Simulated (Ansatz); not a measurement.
**KMgF3, pressure series**

The parent structure is KMgF$_{3}$ in the cubic perovskite structure (space group Pm-3m, No. 221).

```yaml
crystal:
  lattice:
    - [4.05412, 0.00000, 0.00000]
    - [0.00000, 4.05412, 0.00000]
    - [0.00000, 0.00000, 4.05412]
  atoms:
    - { symbol: K, position: [0.00000, 0.00000, 0.00000] }
    - { symbol: Mg, position: [0.50000, 0.50000, 0.50000] }
    - { symbol: F, position: [0.50000, 0.00000, 0.50000] }
    - { symbol: F, position: [0.00000, 0.50000, 0.50000] }
    - { symbol: F, position: [0.50000, 0.50000, 0.00000] }
```

Cell and atoms are relaxed at each pressure.

Computed with PBE (Ansatz, a program for electronic structure; PAW; 420 eV plane waves; no spin-orbit coupling).

Candidates:
(a) pressure −2 GPa
(b) pressure 3 GPa
(c) pressure 7.5 GPa

Before the change:

The band gap is 6.96 eV.

Task: Order them by band gap, highest first.

Result: (c) pressure 7.5 GPa (7.65 eV), (b) pressure 3 GPa (7.26 eV), (a) pressure −2 GPa (6.73 eV)

Load acts through the strain it causes; cell and atoms are relaxed under it. Whether these cells are dynamically stable was not tested. No other phases were tried under pressure.
